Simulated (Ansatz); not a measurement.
SrO (P6₃/mmc, No. 194, 4 atoms in the cell; start mp-754824; a measured phase of this formula has another space group) was calculated with HSE06+SOC in Ansatz (plane waves, PAW).

Numerical settings: plane-wave cutoff 460 eV, 9×9×6 k mesh (along the axes of the cell as run), Fermi–Dirac smearing 0.01 eV, PAW data made under PBE.

Cell (relaxed with PBEsol):

```cif
data_O2Sr2
_chemical_formula_sum 'Sr2 O2'
_space_group_name_H-M_alt 'P63/mmc'
_space_group_IT_number 194
_space_group_name_Hall '-P 6c 2c'
_cell_length_a 4.23580
_cell_length_b 4.23580
_cell_length_c 5.10897
_cell_angle_alpha 90.000
_cell_angle_beta 90.000
_cell_angle_gamma 120.000
loop_
_atom_site_label
_atom_site_type_symbol
_atom_site_symmetry_multiplicity
_atom_site_Wyckoff_symbol
_atom_site_fract_x
_atom_site_fract_y
_atom_site_fract_z
_atom_site_occupancy
Sr1 Sr 2 d 0.66667 0.33333 0.25000 1
O1 O 2 c 0.33333 0.66667 0.25000 1
```

### Question
Estimate the band gap that the calculation returns.

### Answer

- band gap: 4.09 eV (on the SCF k mesh)

Note: cell and atoms aren't relaxed at this level (pressure 1.4 GPa).

Computed values are for the static lattice.

The result took about 16 core-minutes (a rough figure).

A start named mp-… is a Materials Project structure, which need not be a measured phase.

Ansatz is a first-principles code.
